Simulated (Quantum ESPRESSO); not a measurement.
How a calculation on La2MgSi2 (P4/mbm, 10 atoms in the cell) responds to its settings

Space group P4/mbm (No. 127); a = 7.535 Å, b = 7.535 Å, c = 4.490 Å, α = 90.00°, β = 90.00°, γ = 90.00°

| atom | site | symmetry | x | y | z |
|---|---|---|---|---|---|
| La | 4h | m.2m | 0.1803 | 0.3197 | 0.5000 |
| Mg | 2a | 4/m.. | 0.0000 | 0.0000 | 0.0000 |
| Si | 4g | m.2m | 0.3874 | 0.1126 | 0.0000 |

Base run A: LDA (PZ), GBRV 1.5 ultrasoft (LDA) pseudopotentials (Quantum ESPRESSO), self-consistent single point.

Its settings: ecutwfc = 40 Ry; ecutrho = 200 Ry; occupations = smearing; smearing = cold; degauss = 0.0073499 Ry; potentials = {La: la_lda_v1.uspp.F.UPF, Mg: mg_lda_v1.4.uspp.F.UPF, Si: si_lda_v1.uspp.F.UPF}; K_POINTS = automatic 3 3 4 0 0 0; conv_thr = 1e-09 Ry; mixing_beta = 0.7.

The starting cell comes from a database of computed structures (which also holds hypothetical and non-ambient phases and stackings), without a prior relaxation at this level. In the base run, with a pressure of about -4 GPa the cell is away from its equilibrium volume at this level. Without a gap this mesh is coarse (it stands for a supercell whose shortest vector is 18 Å).

ΔF is the free energy per atom less that of run A. 

Runs:
- B: smearing: cold → gauss
- C: smearing: cold → gauss; degauss: 0.0073499 Ry → 0.0147 Ry
- D: smearing: cold → fd; degauss: 0.0073499 Ry → 0.0036749 Ry
- E: smearing: cold → fd
- F: smearing: cold → mp; degauss: 0.0073499 Ry → 0.0036749 Ry
- G: smearing: cold → mp; degauss: 0.0073499 Ry → 0.02205 Ry
- H: degauss: 0.0073499 Ry → 0.02205 Ry
- I: occupations: smearing → tetrahedra_opt; smearing: cold → default; degauss: 0.0073499 Ry → default

```json
[
 {"run": "A", "ΔF (meV/atom)": "0.00", "pressure (GPa)": "-3.95", "largest force (eV/Å)": "0.080"},
 {"run": "B", "ΔF (meV/atom)": "-2.1", "pressure (GPa)": "-3.98", "largest force (eV/Å)": "0.067"},
 {"run": "C", "ΔF (meV/atom)": "-5.4", "pressure (GPa)": "-4.01", "largest force (eV/Å)": "0.062"},
 {"run": "D", "ΔF (meV/atom)": "-2.9", "pressure (GPa)": "-3.99", "largest force (eV/Å)": "0.064"},
 {"run": "E", "ΔF (meV/atom)": "-8.4", "pressure (GPa)": "-4.02", "largest force (eV/Å)": "0.063"},
 {"run": "F", "ΔF (meV/atom)": "-0.91", "pressure (GPa)": "-3.97", "largest force (eV/Å)": "0.088"},
 {"run": "G", "ΔF (meV/atom)": "-0.34", "pressure (GPa)": "-4.00", "largest force (eV/Å)": "0.062"},
 {"run": "H", "ΔF (meV/atom)": "3.8", "pressure (GPa)": "-3.98", "largest force (eV/Å)": "0.074"},
 {"run": "I", "ΔF (meV/atom)": "6.5", "pressure (GPa)": "-3.94", "largest force (eV/Å)": "0.078"}
]
```

Run C against A: The free energy falls by 5.4 meV/atom, the pressure stays near -4.01 GPa while the zz stress (positive for compression) goes from -3.76 to -4.09 GPa and the largest force goes from 0.080 to 0.062 eV/Å.

Run H against A: The free energy goes up by 3.8 meV/atom, the pressure moves little (-3.95 to -3.98 GPa) and the largest force goes from 0.080 to 0.074 eV/Å.
